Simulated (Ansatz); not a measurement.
Consider PbSe in the rock salt structure (space group Fm-3m, No. 225).

Space group Fm-3m (No. 225); a = b = c = 6.1016 Å, α = β = γ = 90.00°

| atom | site | symmetry | x | y | z |
|---|---|---|---|---|---|
| Se | 4a | m-3m | 0.0000 | 0.0000 | 0.0000 |
| Pb | 4b | m-3m | 0.5000 | 0.5000 | 0.5000 |
(The calculation used a cell of 2 atoms; values per cell refer to that cell.)

The values are results of PBEsol (Ansatz, an electronic-structure program, PAW, without spin-orbit coupling), not measurements.

Base values:

```
Quantity                            Value
-----------------------------  ----------
Shortest interatomic distance     3.051 Å
Band gap                          0.17 eV
Density                        8.37 g/cm³
```

It is then changed as follows: full substitution Se → S, then cell and atoms are relaxed.

Tabulated Pauling electronegativity and covalent radius: Se 2.55, 1.20 Å; S 2.58, 1.05 Å.

Q: Estimate the effect on the shortest interatomic distance.

A: The shortest interatomic distance shrinks by 0.0995 Å to 2.951 Å.

Q: What does the calculation give for the band gap after the change?

A: The band gap rises by 0.026 eV, from 0.17 eV to 0.19 eV.

Q: Predict the new density.

A: The density falls by 0.64 g/cm³ to 7.73 g/cm³.

With Pb present, leaving out spin-orbit coupling can change the band edges. Stability against distortions was not tested. The zero or small gap of PbS and PbSe can change with the level of theory.
